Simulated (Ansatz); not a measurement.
Ca2Si (Fm-3m), Ansatz (an electronic-structure program) with r2SCAN, rigid bands. Condition of this run: functional r2SCAN on the same cell. Band gap 0.74 eV, N_c = 2.37e19 cm⁻³ and N_v = 1.75e21 cm⁻³ at 300 K, conductivity masses of 0.489 mₑ (electrons) and 1.82 mₑ (holes). Take k_BT = 0.02585 eV.

A film of it is 2 nm thick. Estimate the confinement energies in an infinite well.

ħ²π²/(2m t²) = 0.376 eV·nm²/(m/mₑ × t²) gives 192 meV for electrons and 51.7 meV for holes, so the gap would widen to about 0.98 eV. Finite barriers and nonparabolic bands lower this, and with several valleys or bands the heaviest mass along the normal sets the lowest level, not this average.

Find the intrinsic carrier density and the intrinsic Fermi level.

n_i = √(N_c N_v) exp(−E_g/2k_BT) = 2.04e20 × exp(−14.31) = 1.2e14 cm⁻³. The level lies (k_BT/2) ln(N_v/N_c) = 56 meV from mid-gap (positive towards the conduction band). Each 0.1 eV added to the gap lowers n_i by a factor of 6.9.

What thermal injection velocity √(2k_BT/πm) limits a ballistic channel?

7.69e6 cm/s for electrons and 3.99e6 cm/s for holes, a ratio of √(m_h/m_e) = 1.93, for dilute carriers.

Rigid bands with the computed gap; masses take one relaxation time for all states. Spin-orbit coupling is left out; where it splits the top of the valence band, N_v and the p-type Seebeck coefficient come out somewhat high without it. Geometry: cell and atoms relaxed with PBEsol.

Computed structure with no diffraction record at hand here (it may be known, metastable or hypothetical): Ca2Si (Fm-3m).
